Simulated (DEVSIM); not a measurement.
Structure: abrupt Ge n-p junction, at 300 K.

| layer (left to right) | material | thickness (μm) | Nd (cm⁻³) | Na (cm⁻³) | τn (s) | τp (s) |
|---|---|---|---|---|---|---|
| 1 | Ge | 5.30 | 2e15 | - | 0.00084 | 0.00084 |
| 2 | Ge | 260 | - | 8.1e17 | 0.00084 | 0.00084 |

Left contact: ohmic. Right contact: ohmic. Voltage is applied to the left contact. Recombination: SRH at mid-gap, radiative, Auger. Mobility is constant in doping.

Constants are typed, rounded textbook-type inputs, not results; the design itself was drawn at random and stands for no fabricated device. Values at 300 K.

| parameter | Ge |
|---|---|
| gap (eV) | 0.664 |
| affinity (eV) | 4 |
| permittivity | 16 |
| Nc (cm⁻³) | 1.04e19 |
| Nv (cm⁻³) | 6e18 |
| μn (cm²/Vs) | 3900 |
| μp (cm²/Vs) | 1900 |
| B (cm³/s) | 6.4e-14 |
| Cn (cm⁶/s) | 1e-31 |
| Cp (cm⁶/s) | 1e-31 |

Model (solved in DEVSIM): 1D drift-diffusion, Boltzmann statistics, complete ionisation; no tunnelling, impact ionisation, image-force lowering or self-heating.

The doping Nd of layer 1 was swept, all else fixed.

```tsv
doping Nd of layer 1 (cm^-3)	largest field in the device at zero bias (V/cm)	dark forward voltage at 1 A/cm² (V)	dark forward voltage at 100 A/cm² (V)	potential step across the device at zero bias (V)
6e13	42000	0.067	0.274	0.303
2e14	42000	0.091	0.279	0.332
6e14	42000	0.117	0.286	0.360
2e15	43000	___	___	0.391
6e15	46000	0.176	0.318	0.419
2e16	54000	0.207	0.342	0.451
6e16	77000	0.236	0.369	0.479
```

Some entries are withheld; supply them.


- 2e15, dark forward voltage at 1 A/cm² (V): 0.147
- 2e15, dark forward voltage at 100 A/cm² (V): 0.298
